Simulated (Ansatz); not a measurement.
A relaxation of cell and atoms of ScIn3 (Pm-3m, 4 atoms in the cell) with Ansatz (a first-principles code).

Level of theory: PBEsol, PAW files made with PBE (plane waves; Ansatz).

```yaml
crystal:
  lattice:
    - [4.49569, 0.00000, 0.00000]
    - [0.00000, 4.49569, 0.00000]
    - [0.00000, 0.00000, 4.49569]
  atoms:
    - { symbol: Sc, position: [0.00000, 0.00000, 0.00000] }
    - { symbol: In, position: [0.00000, 0.50000, 0.50000] }
    - { symbol: In, position: [0.50000, 0.00000, 0.50000] }
    - { symbol: In, position: [0.50000, 0.50000, 0.00000] }
```

Reference input (self-consistent single point, DFT, PBEsol, plane waves, PAW files made with PBE): kpoints.mp_grid.grid = 6 6 6; hamiltonian.xc = pbesol; hamiltonian.pseudopotentials = {kind: paw} (the program's default PAW files); scf.occupations.method = fermi_dirac; scf.occupations.width = 0.0073 Ry. This run's input differs from it in these lines:

```diff
@@ -18,2 +18,4 @@
   occupations: { method: fermi_dirac, width: 0.0073 Ry }
+relax:
+  cell: {}
 output:
```

Output, abridged:

```
   [... SCF lines of the steps left out ...]
relax step   1: F+E_penalty+E_count = -18689.30822899 eV  Δ(F+E_penalty+E_count) = +0.000e0 eV  max|allowed force component| = 3.169e-29 eV/Å  Δτ_max = 0.0000 Å  P = -1.704 GPa  Ω = 90.863 Å³  (7 SCF iters, dr2 threshold 1.00e-7 eV, accepted)
relax step   2: F+E_penalty+E_count = -18689.31848408 eV  Δ(F+E_penalty+E_count) = -1.026e-2 eV  max|allowed force component| = 7.875e-29 eV/Å  Δτ_max = 0.0000 Å  P = +0.958 GPa  Ω = 87.169 Å³  energy of the carried Pulay correction = +4.296e-4 eV  [...]
relax step   3: F+E_penalty+E_count = -18689.32195109 eV  Δ(F+E_penalty+E_count) = -3.467e-3 eV  max|allowed force component| = 2.169e-29 eV/Å  Δτ_max = 0.0000 Å  P = -0.048 GPa  Ω = 88.464 Å³  energy of the carried Pulay correction = +2.757e-4 eV  [...]
relax step   4: F+E_penalty+E_count = -18689.32167726 eV  Δ(F+E_penalty+E_count) = +2.738e-4 eV  max|allowed force component| = 8.217e-29 eV/Å  Δτ_max = 0.0000 Å  P = -0.049 GPa  Ω = 88.464 Å³  stress off target by 4.92e-2 GPa  SCF on the basis [...]
basis re-selected at this cell: Δ(F+E_penalty+E_count) = +2.738e-4 eV, ΔP = -0.001 GPa vs the last step
the relaxation is at rest under the 48 symmetry operations that the run kept from its start: a minimum is not shown …
Free energy (F): -18689.321677 eV
Internal energy: -18689.272421 eV  (E = F + TS)
E sigma→0 (E₀):  -18689.297049 eV
Entropy (-TS):   -0.049256 eV (-12.314 meV/atom)
Fermi energy:    12.249330 eV
--- Forces (eV/Å), atoms counted from 1 ---
  atom   1  Sc     0.00000000     0.00000000     0.00000000
   [... zero for the other atoms too ...]
   [... lines left out ...]
  cell:  # Å, volume = 88.4640 Å³
   [... lines left out ...]
  atoms:
    - { symbol: Sc, position: [-1.18254797756806e-35, -1.394514124492957e-36, -7.809279097202931e-37] }
    - { symbol: In, position: [7.809279097090097e-36, 0.49999999999999994, 0.49999999999999994] }
    - { symbol: In, position: [0.49999999999999994, 3.904639548282877e-37, 0.49999999999999994] }
    - { symbol: In, position: [0.49999999999999994, 0.49999999999999994, 1.1156112994356098e-37] }
```

The run converged.  The full log also holds: “iter 5 did not close the SCF: its close was put off for the readings that it lacked (scf_convergence_deferred on its scf_iter line)”.

Summary of the result:
- Free energy E − TS (on the zero of these files): -18689.3217 eV
- Fermi level (on the code's own zero): 12.25 eV
- Pressure: -0.05 GPa
- Final cell: a = b = c = 4.456 Å, α = β = γ = 90.00°
- Final volume per atom: 22.12 Å³
- Relaxation steps: 4

The starting cell comes from a database of computed structures (which also holds hypothetical and non-ambient phases and stackings), without a prior relaxation at this level. The relaxation keeps the symmetry of its start, so its end need not be a minimum. Ansatz's pressure includes its estimate of the finite-basis (Pulay) stress.

Keys are those of Ansatz 0.2.
